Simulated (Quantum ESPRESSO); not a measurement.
Short convergence ladders for Ta2H (P2, 3 atoms in the cell)

```
CELL_PARAMETERS angstrom
      2.94449     0.00000     0.00000
      0.00000     4.78236     0.00000
     -0.91373     0.00000     2.79913
ATOMIC_POSITIONS crystal
  Ta 0.00000 0.72497 0.50000
  Ta 0.50000 0.26457 0.00000
  H  0.00000 0.00000 0.00000
```

Base method: LDA (PZ), GBRV 1.5 ultrasoft (LDA) pseudopotentials (plane waves; Quantum ESPRESSO).

Base settings: ecutwfc = 40 Ry; ecutrho = 320 Ry; occupations = smearing; smearing = fermi-dirac; degauss = 0.0073499 Ry; potentials = {Ta: ta_lda_v1.uspp.F.UPF, H: h_lda_v1.4.uspp.F.UPF}; K_POINTS = automatic 5 3 5 0 0 0; conv_thr = 1e-09 Ry.

The count of work is k-points × plane waves × bands × iterations; it is no time. Core times come from one kind of shared machine, to one figure; runs under 30 s give none.

**The k-point mesh at a smearing width of 0.05 eV**

In this ladder: degauss = 0.0036749 Ry.

Only quantities that move along the ladder and can be compared are tabulated.

| K_POINTS | free energy less the last step's (meV/atom) | pressure (GPa) | largest difference of a force vector from the last step's (eV/Å) | count of work / last | core time / last (rough) |
|---|---|---|---|---|---|
| automatic 4 3 4 0 0 0 | 37.68 | -13.06 | 0.163 | 0.0094 | – |
| automatic 6 4 6 0 0 0 | 2.17 | -12.70 | 0.010 | 0.028 | – |
| automatic 9 5 9 0 0 0 | 2.38 | -12.73 | 0.013 | 0.058 | 0.06 |
| automatic 13 8 13 0 0 0 | 0.91 | -12.84 | 0.033 | 0.20 | 0.2 |
| automatic 16 9 16 0 0 0 | -0.29 | -12.88 | 0.001 | 0.31 | 0.3 |
| automatic 23 14 23 0 0 0 | 0.00 | -12.85 | 0.000 | 1.0 | 1 |

Coarsest K_POINTS that holds the pressure within 0.1 GPa of the last step, with all finer ones: automatic 13 8 13 0 0 0, at 0.20 of the last step's count of work and about 0.2 of the last step's time; the step before is off by 0.12 GPa.

Coarsest K_POINTS that holds the forces within 0.02 eV/Å of the last step, with all finer ones: automatic 16 9 16 0 0 0, at 0.31 of the last step's count of work and about 0.3 of the last step's time; the step before is off by 0.033 eV/Å.

Coarsest K_POINTS that holds the free energy within 5 meV/atom of the last step, with all finer ones: automatic 6 4 6 0 0 0, at 0.028 of the last step's count of work; the step before is off by 38 meV/atom.

Two neighbours can agree and both be off: automatic 6 4 6 0 0 0 and automatic 9 5 9 0 0 0 differ by 0.20 meV/atom in the free energy, yet lie about 2.4 meV/atom from the last step.

**The width of Methfessel-Paxton smearing**

In this ladder: smearing = methfessel-paxton; K_POINTS = automatic 8 5 8 0 0 0.

Narrow widths need finer meshes than wide ones, so the last steps can hold mesh noise.

Only quantities that move along the ladder and can be compared are tabulated; pressure and forces are left out, as mesh noise rules them at narrow widths.

| degauss | free energy less the last step's (meV/atom) |
|---|---|
| 0.073499 Ry | 9.42 |
| 0.036749 Ry | -0.88 |
| 0.02205 Ry | -1.02 |
| 0.0073499 Ry | 0.00 |

Widest degauss that holds the free energy within 5 meV/atom of the last step, with all finer ones: 0.036749 Ry; the step before is off by 9.4 meV/atom.

On the base run: the starting cell comes from a database of computed structures (which also holds hypothetical and non-ambient phases and stackings), without a prior relaxation at this level. Its lattice was rescaled by up to half a per cent. One atom was moved a little off its site on purpose. Spin polarisation is off. In the base run, with a pressure of about -12 GPa the cell is away from its equilibrium volume at this level. Without a gap this mesh is coarse (it stands for a supercell whose shortest vector is 14 Å).

Left out of this page: 2 runs of the series outside the window shown, repeating another row's setting, or not comparable.
